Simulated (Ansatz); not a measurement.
**YAl3, pressure series**

Consider YAl3 (space group R-3m, No. 166; a = 6.123 Å, c = 21.050 Å (hexagonal axes); a cell from a computed database, its experimental status unchecked).

Cell and atoms are relaxed at each pressure.

All numbers come from Ansatz (a first-principles code) PBEsol, no spin-orbit coupling.

Two rows of this table had their results exchanged by mistake.

```
pressure          volume per atom (Å³)  shortest distance (Å)  band gap
----------------  --------------------  ---------------------  --------
pressure −2 GPa                  19.52                  2.735      zero
pressure −1 GPa                  17.92                  2.705      zero
pressure 0.3 GPa                 18.91                  2.725      zero
pressure 0.7 GPa                 18.82                  2.723      zero
pressure 1.5 GPa                 18.63                  2.720      zero
pressure 3 GPa                   18.31                  2.714      zero
pressure 5 GPa                   19.24                  2.731      zero
pressure 7.5 GPa                 17.48                  2.696      zero
pressure 10 GPa                  17.09                  2.687      zero
```

Task: Which two?

Result: The rows for pressure −1 GPa and pressure 5 GPa: the volume has to fall steadily with pressure, so 19.24 Å³ belongs to pressure −1 GPa and 17.92 Å³ to pressure 5 GPa.

Load acts through the strain it causes; cell and atoms are relaxed under it. Stability against distortions was not tested. Competing high-pressure phases were not computed. The final runs are not spin-polarised.
